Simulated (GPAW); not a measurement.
GPAW run on NbZn3 (Pm-3m, 4 atoms in the cell): relaxation of cell and atoms.

Computed with PBEsol, GPAW PAW datasets PBEsol (made by gpaw-setup) (plane waves; GPAW).

```
NbZn3
1.0
    3.90998     0.00000     0.00000
    0.00000     3.90998     0.00000
    0.00000     0.00000     3.90998
Nb Zn
1 3
Cartesian
  0.00000   0.00000   0.00000
  1.95499   0.00000   1.95499
  0.00000   1.95499   1.95499
  1.95499   1.95499   0.00000
```

Reference input (self-consistent single point, DFT PBEsol, plane waves, GPAW PAW datasets PBEsol (made by gpaw-setup)): mode = pw; ecut = 850 eV; xc = PBEsol; kpts = 7 7 7; mesh shift (steps) = 0 0 0; occupations.name = fermi-dirac; occupations.width = 0.1 eV; nbands = -8; symmetry.symmorphic = false; symmetry.tolerance = 0.0005; maxiter = 150. This run's input differs from it in these lines:

```diff
@@ -1,2 +1,4 @@
 from ase import Atoms
+from ase.filters import FrechetCellFilter
+from ase.optimize import BFGS
 from ase.units import GPa
@@ -19,2 +21,3 @@
             nbands=-8,
+            convergence={'density': 1e-05},
             symmetry={'symmorphic': False, 'tolerance': 0.0005},
@@ -24,2 +27,10 @@
 atoms.calc = calc
+
+target = FrechetCellFilter(atoms)
+
+opt = BFGS(target, logfile='-')
+converged = opt.run(fmax=0.03, steps=40)
+print('Relaxation converged:', converged)
+print('Cell:', atoms.cell.cellpar().round(4))
+print(atoms.get_scaled_positions().round(5))
```

Output (repeated stretches shortened):

```
     iter     time        total  log10-change:
                         energy   eigst   dens
iter:   1 --:--:--   -17.445370
iter:   2 --:--:--   -17.555664   -0.28  -1.36
iter:   3 --:--:--   -17.058395   -0.60  -1.37
iter:   4 --:--:--   -17.519026   -1.40  -1.72
iter:   5 --:--:--   -16.800779   -1.36  -1.58
   [... 2 lines left out ...]
iter:   8 --:--:--   -16.778330   -2.21  -2.22
iter:   9 --:--:--   -16.799575   -2.63  -2.67
iter:  10 --:--:--   -16.774336   -2.60  -2.39
iter:  11 --:--:--   -16.774454   -4.09  -3.58
iter:  12 --:--:--   -16.774698c  -4.55  -3.65
iter:  13 --:--:--   -16.774402c  -4.64  -3.38
iter:  14 --:--:--   -16.774451c  -4.90  -3.66
iter:  15 --:--:--   -16.774504c  -4.37  -3.56
iter:  16 --:--:--   -16.774443c  -5.59  -3.49
iter:  17 --:--:--   -16.774306c  -5.08  -3.56
iter:  18 --:--:--   -16.774302c  -6.23  -4.46
iter:  19 --:--:--   -16.774301c  -6.89  -4.49
iter:  20 --:--:--   -16.774301c  -7.50c -4.77
iter:  21 --:--:--   -16.774301c  -8.45c -4.79
iter:  22 --:--:--   -16.774302c  -8.79c -4.85
iter:  23 --:--:--   -16.774303c  -8.50c -4.93
iter:  24 --:--:--   -16.774303c  -8.23c -5.06c
Converged after 24 iterations.

Dipole moment: (-0.000000, 0.000000, -0.000000) |e|*Ang

Energy contributions relative to reference atoms: (reference = -250316.848828)

Kinetic:        -15.246635
Potential:      +14.914762
External:        +0.000000
XC:             -16.246028
Entropy (-ST):   -0.045880
Local:           -0.173462
SIC:             +0.000000
--------------------------
Free energy:    -16.797243
Extrapolated:   -16.774303

Showing only first 2 kpts
 Kpt  Band  Eigenvalues  Occupancy
  0    22      8.47101    0.04401
  0    23      8.47101    0.04401
  0    24      8.47101    0.04401
  0    25      9.57972    0.00000

  1    22      8.01617    1.36020
  1    23      8.01617    1.36020
  1    24      8.62209    0.00988
  1    25      9.57580    0.00000

Fermi level: 8.09159

No gap
   [... lines left out ...]
Occupation numbers: Fermi-Dirac:
Atomic positions and initial magnetic moments
Free energy:    -16.801432
Fermi level: 8.13124
No gap
Occupation numbers: Fermi-Dirac:
Atomic positions and initial magnetic moments
Free energy:    -16.814449
Fermi level: 8.41606
No gap
   [... lines left out ...]
  0 Nb    0.00000    0.00000   -0.00000
  1 Zn    0.00000    0.00000    0.00000
  2 Zn    0.00000    0.00000    0.00000
  3 Zn    0.00000    0.00000    0.00000

BFGS:    2 --:--:--      -16.814449        0.019264
Relaxation converged: True
Cell: [ 3.8737  3.8737  3.8737 90.     90.     90.    ]
[[0.  0.  0. ]
 [0.5 0.  0.5]
 [0.  0.5 0.5]
 [0.5 0.5 0. ]]
Energy (eV): -16.792452
Stress (GPa, Voigt): [-0.2124 -0.2124 -0.2124  0.      0.      0.    ]
```

The run converged. GPAW prints stress with tension positive. 

Summary of the result:
- Free energy E − TS (from the program's reference atoms): -16.8144 eV
- Fermi level (on the code's own zero): 8.42 eV
- Pressure: 0.21 GPa
- Final cell: a = 3.8737 Å, b = 3.8737 Å, c = 3.8737 Å, α = 90.00°, β = 90.00°, γ = 90.00°
- Final volume per atom: 14.53 Å³
- Relaxation steps: 2

The starting cell comes from a database of computed structures (which also holds hypothetical and non-ambient phases and stackings), without a prior relaxation at this level. Spin polarisation is off. The relaxation keeps the symmetry of its start, so its end need not be a minimum.

Cost on one core of a shared machine: roughly 2 min.
